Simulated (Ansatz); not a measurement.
# A computed series for HfO2: thickness series

Base system: HfO2 in the fluorite structure (space group Fm-3m, No. 225).

```yaml
crystal:
  lattice:
    - [0.00000, 2.52923, 2.52923]
    - [2.52923, 0.00000, 2.52923]
    - [2.52923, 2.52923, 0.00000]
  atoms:
    - { symbol: Hf, position: [0.00000, 0.00000, 0.00000] }
    - { symbol: O, position: [0.25000, 0.25000, 0.25000] }
    - { symbol: O, position: [0.75000, 0.75000, 0.75000] }
```

Cartesian axes are those of the cell as printed.

Free-standing slabs (3 atom(s) a layer) normal to [111] with 15 Å of vacuum; in-plane cell held at bulk.

All numbers come from r2SCAN in Ansatz (plane waves to 500 eV, PAW, spin-orbit coupling left out).

Notes on the quantities. excess energy per area of both faces: slab less bulk energy over the cell's area: twice a surface energy.

```json
[
 {"case": "base", "thickness between the outermost nuclei": "–", "change of the spacing d23 from its bulk value of 0.730 Å": "–", "band gap": "4.30 eV", "gap character": "–", "excess energy per area of both faces": "–"},
 {"case": "1 layer", "thickness between the outermost nuclei": "1.61 Å", "change of the spacing d23 from its bulk value of 0.730 Å": "–", "band gap": "4.12 eV", "gap character": "…", "excess energy per area of both faces": "–"},
 {"case": "2 layers", "thickness between the outermost nuclei": "4.38 Å", "change of the spacing d23 from its bulk value of 0.730 Å": "+1.2 %", "band gap": "4.98 eV", "gap character": "indirect, k = (0, 0.364, 0) in the run's primitive reciprocal basis → Γ", "excess energy per area of both faces": "2.12 J/m²"},
 {"case": "3 layers", "thickness between the outermost nuclei": "7.33 Å", "change of the spacing d23 from its bulk value of 0.730 Å": "-0.3 %", "band gap": "4.70 eV", "gap character": "direct at M", "excess energy per area of both faces": "2.21 J/m²"},
 {"case": "4 layers", "thickness between the outermost nuclei": "10.25 Å", "change of the spacing d23 from its bulk value of 0.730 Å": "+0.1 %", "band gap": "…", "gap character": "direct at M", "excess energy per area of both faces": "2.19 J/m²"},
 {"case": "5 layers", "thickness between the outermost nuclei": "13.17 Å", "change of the spacing d23 from its bulk value of 0.730 Å": "+0.1 %", "band gap": "4.50 eV", "gap character": "direct at M", "excess energy per area of both faces": "2.19 J/m²"},
 {"case": "6 layers", "thickness between the outermost nuclei": "16.09 Å", "change of the spacing d23 from its bulk value of 0.730 Å": "0.0 %", "band gap": "4.45 eV", "gap character": "direct at M", "excess energy per area of both faces": "2.19 J/m²"}
]
```

Some entries are withheld; estimate them.


- 1 layer, gap character: indirect, K–Γ (40 % along) → K
- 4 layers, band gap: 4.59 eV

The excess energy carries the mismatch between the slab's and the bulk's meshes. With Hf present, leaving out spin-orbit coupling can change the band edges. Stability against distortions was not tested. This is not the structure that HfO2 has at room temperature and ambient pressure. k-point labels follow each cell's own Brillouin zone.

Ansatz is a quantum-chemistry and plane-wave program.
